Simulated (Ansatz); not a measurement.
**Zr₅Ge₃ (P6₃/mcm, No. 193; cell taken from a computed entry)**

The numbers are results of r²SCAN (plane waves, PAW; Ansatz, a program for electronic structure), not measurements.

Numerical settings: plane-wave cutoff 500 eV, 6×6×8 k mesh (along the axes of the cell as run), Fermi–Dirac smearing 0.05 eV, scalar-relativistic PAW data made under PBE.

Cell: relaxed at this level.

```
Quantity                    Result
-------------------  -------------
volume per atom      19.86 Å³/atom
lattice constant a         8.084 Å
lattice parameter c        5.614 Å
band gap             zero (no gap)
```

Note: the relaxation could not lower the start's symmetry, so the cell can be a saddle point above a distorted one.

Spin–orbit coupling is not included.

Computed values are for the static lattice.

The result took around 19 core-minutes (rough).
